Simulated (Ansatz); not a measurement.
## KCl: band gap against strain

KCl (rock salt, Fm-3m, 30.411 Å³/atom at rest, cube axes along x, y and z) under an equal strain ε along all three axes. PBEsol in Ansatz, a plane-wave DFT program (PAW, default set), 420 eV, 9×9×9 Γ-centred mesh, Fermi-Dirac smearing 0.05 eV; ions are relaxed within the symmetry of each cell. Gaps are the smallest over the k-mesh and a band path, without spin-orbit coupling; in all rows the valence edge lies at Γ and the conduction edge at Γ.

Here s stands for strain and Eg for gap.

| strain (%) | gap (eV) |
|---|---|
| -3.00 | ? |
| -1.50 | 5.256 |
| -1.00 | 5.204 |
| -0.50 | 5.153 |
| 0.00 | 5.103 |
| 0.50 | 5.055 |
| 1.00 | 5.008 |
| 1.50 | 4.962 |

### Question
Fit Eg against s with a straight line, and predict the withheld value at s = -3.00.

### Answer
Means: s 0, Eg 5.1059. About the means, the sum of products is -0.68600 and the sum of squares of s is 7.0000; the slope is their ratio. Least squares gives Eg = 5.1059 - 0.09800·s. Residuals (row less fit): 0.0031, 0.0001, -0.0019, -0.0029, -0.0019, 0.0001, 0.0031; standard error 0.0026 (degrees of freedom: 5). Over these rows the gap moves by -9.8 ± 0.10 eV per unit strain, or -3.3 eV per unit of ln V. At the withheld row, Eg = 5.1059 - 0.09800 × (-3.0) = 5.3999 eV. The calculation gives 5.420 eV, 0.0201 eV above the prediction (4.4 % of the range of Eg in the table). The row lies outside the fitted rows, so this is an extrapolation. From the scatter of the fitted rows alone, a prediction at this place has a standard error of 0.0041 eV, so the miss is 4.9 times that.

One order more, fitted to all 13 runs of the series, follows each within 0.001, so the miss is the next term of a smooth law. Other structures, which can take over under pressure, weren't tried. Rows are the converged runs of the series near zero and its far end; series whose fitted rows scatter by over a few per cent of the range, as at a crossing or softening among them, aren't shown in this form. Most that stay on the fit to the last digits aren't either.
